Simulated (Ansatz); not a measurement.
The starting structures come from a database of crystals and need not be the phases stable at ambient conditions.

Tunnelling through a barrier is set by its complex band structure: the current falls as exp(−2κd) with the smallest κ.

Here is the system:

```
CuNaZrS3
1.0
    6.81193     0.00000     0.00000
    1.01119    10.43783     0.00000
   -1.01119    -1.22189     3.35572
Na Zr Cu S
2 2 2 6
Cartesian
  3.66936   2.60843   0.00282
  3.14257   6.60752   3.35290
  0.00000   0.00000   0.00000
  0.00000   4.60797   1.67786
  5.93224   1.72929   2.41726
  0.87969   7.48666   0.93846
  5.82776   7.00730   2.25494
  0.98417   2.20864   1.10078
  4.65925   3.60281   2.71585
  2.15268   5.61314   0.63987
  2.15268   9.11354   1.91444
  4.65925   0.10241   1.44128
```

Space group of this cell: Cmcm. The cell is taken as given; by r2SCAN its mean pressure is -1.4 GPa.

Transport runs along the normal of the first two printed cell vectors.

The gap is the functional's own. No spin-orbit coupling. Mid-gap values are interpolated on the energy grid.

### Question
Estimate the band gap and the smallest decay constant κ at mid-gap that r2SCAN (Ansatz, a quantum-chemistry and plane-wave program) returns for this system.

### Answer
Gap 0.78 eV on a 10×10×10 mesh; κ = 0.138 1/Å, at (0.500, 0.000) of the in-plane reciprocal vectors. At the zone centre, at the nearest computed energy, the slowest state has κ = 0.14 1/Å.
